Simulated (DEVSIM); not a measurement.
## abrupt GaAs p-n junction

System: abrupt GaAs p-n junction, at 300 K.

| layer (left to right) | material | thickness (μm) | Nd (cm⁻³) | Na (cm⁻³) | τn (s) | τp (s) |
|---|---|---|---|---|---|---|
| 1 | GaAs | 4.00 | - | 2.2e15 | 6e-8 | 6e-8 |
| 2 | GaAs | 8.40 | 1.4e14 | - | 6e-8 | 6e-8 |

Left contact: ohmic. Right contact: ohmic. Voltage is applied to the left contact. Recombination: SRH at mid-gap, radiative. Mobility is μmin + (μ − μmin)/(1 + (N/Nref)^α).

Constants are typed, rounded textbook-type inputs, not results; the design itself was drawn at random and stands for no fabricated device. Values at 300 K.

```tsv
parameter	GaAs
gap (eV)	1.424
affinity (eV)	4.07
permittivity	12.9
Nc (cm⁻³)	4.7e17
Nv (cm⁻³)	9e18
μn (cm²/Vs)	8500
μp (cm²/Vs)	400
μn,min	500
μp,min	20
Nref,n	6e16
Nref,p	1.5e17
αn	0.39
αp	0.38
B (cm³/s)	2e-10
```

DEVSIM, 1D drift-diffusion, Boltzmann statistics, complete ionisation; no tunnelling, impact ionisation, image-force lowering or self-heating.

| Quantity | Value |
|---|---|
| Potential step across the device at zero bias | 0.999 V |
| Largest field in the device at zero bias | 6000 V/cm |
| Dark forward voltage at 1 A/cm² | 0.935 V |
| Dark forward voltage at 100 A/cm² | 1.174 V |

Dark reverse current:

| V (V) | J (A/cm²) |
|---|---|
| -0.04 | -4.6e-11 |
| -0.10 | -9.3e-11 |
| -0.20 | -1.6e-10 |
| -0.30 | -2.1e-10 |
| -0.40 | -2.7e-10 |
| -0.60 | -3.6e-10 |
| -0.80 | -4.5e-10 |
| -1.00 | -5.4e-10 |
| -1.30 | -6.5e-10 |
| -1.60 | -7.5e-10 |
| -2.00 | -8.8e-10 |

Dark forward current:

```tsv
V (V)	J (A/cm²)
0.05	1.1e-10
0.10	3.9e-10
0.20	3.2e-9
0.25	8.8e-9
0.30	2.4e-8
0.40	1.9e-7
0.45	5.3e-7
0.55	4.6e-6
0.60	1.5e-5
0.65	5.8e-5
0.75	0.0014
0.80	0.0083
0.85	0.052
0.95	1.7
1.00	6.8
1.10	45
1.15	80
1.20	130
1.30	240
1.35	300
1.40	360
1.50	480
1.55	540
1.65	650
1.70	700
1.75	750
1.85	850
1.90	890
```
